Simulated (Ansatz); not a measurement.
Given:

```yaml
crystal:
  lattice:
    - [0.00000, 2.45212, 2.45212]
    - [2.45743, 0.00000, 2.45212]
    - [2.45743, 2.45212, 0.00000]
  atoms:
    - { symbol: N, position: [0.00000, 0.00000, 0.00000] }
    - { symbol: Y, position: [0.50000, 0.50000, 0.50000] }
```

No spin polarisation.

The values are results of PBE, PAW, 420 eV (Ansatz, a first-principles code; no SOC), earlier PAW set, not measurements. Settings: 12×12×12 k-points, 0.05 eV Fermi–Dirac smearing.

Task: What electron mass does the calculation give?

Result: 1.3 mₑ along k, 0.11 mₑ across (at X).

Task: Estimate the space group.

Result: I4/mmm (No. 139).

Task: What band gap does the calculation give?

Result: 0.21 eV.

Load acts through the strain it causes; cell and atoms are relaxed under it. Effective masses come from finite differences of ±0.01 Å⁻¹. Along k means along the line from Γ to the band edge. Stability under load was not tested beyond the relaxation. The cell was made from YN in the rock salt structure (space group Fm-3m, No. 225) by this change: uniaxial stress, 0.5 GPa tension along x. A zero or small gap of YN can be the functional's error rather than a property of the material.
